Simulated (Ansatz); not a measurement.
An H-capped Ge nanowire along [100], 25 atoms a period besides the caps, stretched and compressed along its axis from its relaxed period of 5.742 Å, atoms relaxed at each length.

Level of theory: PBE (plane waves to 420 eV, PAW; Ansatz, a first-principles code). Mesh 1×1×6. No spin polarisation. Isolated but for its images some 11 Å away. An idealised model, cut from the bulk lattice. Only distortions within the start's symmetry and period were free. Values not marked SOC lack spin–orbit coupling. Buckling under compression is shut out by symmetry and the short period. Energies are free energies at a Fermi–Dirac width of 0.02 eV, from the unstrained cell.

```
strain (%)  energy (meV a period)  axial force (nN)  PBE gap (eV)
----------  ---------------------  ----------------  ------------
-3.0                          +78             -1.44          2.52
-1.5                          +20             -0.73          2.53
0.0                             0              0.00          2.52
+1.5                          +19             +0.72          2.50
+3.0                          +78             +1.46          2.43
+6.0                         +312             +2.92          2.26
```

The slope of the force at zero strain is 48 nN.
